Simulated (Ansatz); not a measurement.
**InSb: alloy series**

Take InSb in the wurtzite structure (space group P6_3mc, No. 186; a cell from a computed database, its experimental status unchecked) as the base.

```xyz
4
Lattice="4.5972 0.0000 0.0000 -2.2986 3.9813 0.0000 0.0000 0.0000 7.5655" Properties=species:S:1:pos:R:3 pbc="T T T"
In     0.0000     2.6542     0.0913
In     2.2986     1.3271     3.8740
Sb     0.0000     2.6542     4.8263
Sb     2.2986     1.3271     1.0436
```

The other end (x = 1) is InAs in the wurtzite structure (space group P6_3mc, No. 186; a model cell, its experimental status unchecked): 28.19 Å³/atom, gap zero; this end may not be an ambient phase.

As replaces a fraction x of Sb; each row is one arrangement (x, atoms in the cell, starting space group or random), fully relaxed.

The values are results of PBEsol/PAW in Ansatz (a first-principles code), no spin-orbit coupling, earlier PAW set, not measurements.

Notes on the quantities. mixing energy: to 0.01 eV only: unlike meshes or grids; against an end that may be hypothetical; deviation of the volume from the linear: Vegard-type) interpolation.

```tsv
variant	mixing energy	deviation of the volume from the linear	density
base	–	–	5.67 g/cm³
x(As) = 0.5, 12 atoms, Cm	+0.02 eV/atom	-0.3 %	5.65 g/cm³
x(As) = 0.667, 12 atoms, P6_3mc	+0.02 eV/atom	-0.2 %	5.63 g/cm³
x(As) = 0.75, 8 atoms, Pm	+0.02 eV/atom	-0.3 %	5.63 g/cm³
x(As) = 0.833, 12 atoms, R3	+0.01 eV/atom	-0.3 %	5.62 g/cm³
```

Each cell is one ordered arrangement of few atoms, which overstates ordering effects compared with a random alloy. Spin-orbit coupling, missing from the scalar runs, can matter with Sb. No phonon test of stability was made. The base started in Cmc2_1 and relaxed to P6_3mc at this level. All final runs are without spin polarisation. Gaps under 0.05 eV, about the width of the smearing, are given as zero. This is not the structure that InSb has at room temperature and ambient pressure. This is not the structure that InAs has at room temperature and ambient pressure. The zero or small gap of In2SbAs, InSb, InAs and In3SbAs2 can change with the level of theory.
